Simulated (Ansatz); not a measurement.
The reference is TaS2 in the CdI2 type structure (space group P-3m1, No. 164; layered, stacked along the Cartesian z axis; relaxed with 0.1 eV smearing).

```
CELL_PARAMETERS angstrom
      3.33184     0.00000     0.00000
     -1.66592     2.88546     0.00000
      0.00000     0.00000     5.78522
ATOMIC_POSITIONS crystal
  Ta 0.00000 0.00000 0.00000
  S  0.33333 0.66667 0.26670
  S  0.66667 0.33333 0.73330
```

Computed with Ansatz (a quantum-chemistry and plane-wave program), PBE-D3(BJ), PAW, cutoff 420 eV, no spin-orbit coupling, earlier PAW set.

Before the change:

The pressure is 0.0 GPa.

Now apply this change: the cell is scaled by 1.0157 in all directions; the atoms relax in the strained cell.

Q: How does this affect the largest internal atomic displacement?

A: The largest internal atomic displacement amounts to 0.044 Å.

Q: What does the calculation give for the pressure after the change?

A: The pressure (mean of the normal stresses, compression positive) goes from zero to -2.5 GPa.

Q: What does the calculation give for the energy relative to the base after the change?

A: The energy goes up by 7.2 meV/atom.

No phonon test of stability was made. The final runs are not spin-polarised. An odd electron count without spin: TaS2.
